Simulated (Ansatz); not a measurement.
The starting structures come from a database of crystals and need not be the phases stable at ambient conditions.

By PBEsol, the system below comes out a metal.

A figure of merit of an interconnect metal is its ballistic conductance per area.

Given:

```
RhZr
1.0
    3.28272     0.00000     0.00000
    0.00000     4.64247     0.00000
    0.00000     2.32123     2.32123
Zr Rh
1 1
Direct
  0.50000   0.50000   0.00000
  0.00000   0.00000   0.00000
```

Space group of this cell: Pm-3m, CsCl type. The cell is taken as given; by PBEsol its mean pressure is -4.5 GPa.

The current flows along the normal of the first two printed cell vectors, the (110) plane of the conventional cell. No spin-orbit coupling; the value is a mean over 0.1 eV about the Fermi level.

Q: Compute, with Ansatz (an electronic-structure program) with PBEsol, the ballistic conductance per area.

A: 1.2 × 10¹⁵ S/m² for both spins.
